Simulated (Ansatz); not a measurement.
Cells marked so need not be the phases stable at ambient conditions, and some may be hypothetical.

By PBEsol, each system below comes out a metal.

Ballistic conductance counts the channels of both spins, as a mean over 0.1 eV about the Fermi level; spin-orbit coupling is left out.

A. ScIr$_{3}$ (Pm-3m, Cu3Au type, not sure to be the ambient phase, 4 atoms a cell, 15.1 Å³ an atom, -6 GPa at this level), current normal to (110)
B. Cu₂Sb (P4/nmm, not sure to be the ambient phase, 6 atoms a cell, 16.1 Å³ an atom, -2 GPa at this level), current normal to (001)
C. HfRh₃ (Pm-3m, Cu3Au type, not sure to be the ambient phase, 4 atoms a cell, 15.0 Å³ an atom, -4 GPa at this level), current normal to (111)

Question: Put the candidates in order of ballistic conductance per area, lowest first, for PBEsol (Ansatz, a quantum-chemistry and plane-wave program).

Answer: B (0.60 × 10¹⁵ S/m²), C (1.0 × 10¹⁵ S/m²), A (1.2 × 10¹⁵ S/m²)
